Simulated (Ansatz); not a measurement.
Inside the gap of an insulator the Bloch states are evanescent, with a wavenumber k + iκ along the transport direction.

```
CELL_PARAMETERS angstrom
      5.15399     0.00000     0.00000
      0.00000     5.22811     0.00000
      0.87387     0.00000     5.25757
ATOMIC_POSITIONS crystal
  Zr 0.27631 0.04215 0.79040
  Zr 0.72369 0.95785 0.20960
  Zr 0.72369 0.54215 0.70960
  Zr 0.27631 0.45785 0.29040
  O  0.93079 0.83371 0.84383
  O  0.06921 0.16629 0.15617
  O  0.06921 0.33371 0.65617
  O  0.93079 0.66629 0.34383
  O  0.44930 0.74258 0.02140
  O  0.55070 0.25742 0.97860
  O  0.55070 0.24258 0.47860
  O  0.44930 0.75742 0.52140
```

Space group of this cell: P2_1/c. The cell is taken as given.

Transport runs along the normal of the first two printed cell vectors.

The gap is the functional's own. No spin-orbit coupling. Mid-gap values are interpolated on the energy grid.

Q: Compute, with Ansatz (an electronic-structure program) with r2SCAN, the band gap and the smallest decay constant κ at mid-gap.

A: Gap 4.14 eV on a 6×6×6 mesh; κ = 0.466 1/Å, at the zone centre.
